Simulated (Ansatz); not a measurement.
# SrO: pressure −2 GPa

The reference is SrO in the rock salt structure (space group Fm-3m, No. 225; a = 5.1949 Å).

Now apply this change: a negative pressure, −2 GPa.

All numbers come from PBE/PAW in Ansatz (a quantum-chemistry and plane-wave program), scalar-relativistic without spin-orbit coupling. k-mesh 11×11×11 (Γ-centred); smearing 0.05 eV (Fermi–Dirac).

The density shrinks by 0.12 g/cm³ to 4.79 g/cm³ and the lattice parameter a increases by 0.0436 Å (5.195 Å → 5.238 Å). The shortest interatomic distance increases by 0.022 Å (2.597 Å → 2.619 Å) and the enthalpy H = E + PV relative to the base's energy comes out as -0.22 eV/atom. The band gap remains 3.33 eV and the gap character is still indirect, Γ → X. The smallest direct gap goes up by 0.02 eV (3.42 eV → 3.44 eV) and the mean gap deformation potential ΔEg/Δln V is +0.3 eV. The width of the top valence band shrinks by 0.04 eV, from 1.05 eV to 1.01 eV and the electron mass stays 1.2 mₑ along k, 0.41 mₑ across (at X). The valley order (the lowest conduction-band minima on the path, energy above the VBM, named in the base's zone) becomes X along ⟨100⟩ 3.33 eV; Γ 3.62 eV (base: X along ⟨100⟩ 3.33 eV; Γ 3.79 eV).

Final structure:

```
SrO
1.0
    0.00000     2.61925     2.61925
    2.61925     0.00000     2.61925
    2.61925     2.61925     0.00000
Sr O
1 1
Cartesian
  0.00000   0.00000   0.00000
  2.61925   2.61925   2.61925
```

Load acts through the strain it causes; cell and atoms are relaxed under it. Masses are band curvatures over ±0.01 Å⁻¹ around the edge. Along k means along the line from Γ to the band edge. No phonon test of stability was made.
